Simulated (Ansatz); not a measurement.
System: CePd3 (Pm-3m, No. 221; cell taken from a computed entry). Method: r²SCAN in Ansatz (plane waves, PAW).

Numerical settings: plane-wave cutoff 500 eV, 14×14×14 k mesh, Fermi–Dirac smearing 0.1 eV, spin-polarised start, scalar-relativistic PAW data made under PBE.

Computed at the level's own relaxed cell.

Problem. Predict the volume per atom and lattice constant a.

Solution. 
- volume per atom: 17.72 Å³/atom
- lattice constant a: 4.139 Å

Note: the magnetic order was assumed, not searched for or taken from measurement; the relaxation could not lower the start's symmetry, so the cell can be a saddle point above a distorted one; the 4f shell is treated without U or exact exchange, so its levels and filling can be wrong.

Spin–orbit coupling is not included.

The computed numbers hold no vibrational or temperature effects.

Ansatz is a quantum-chemistry and plane-wave program.
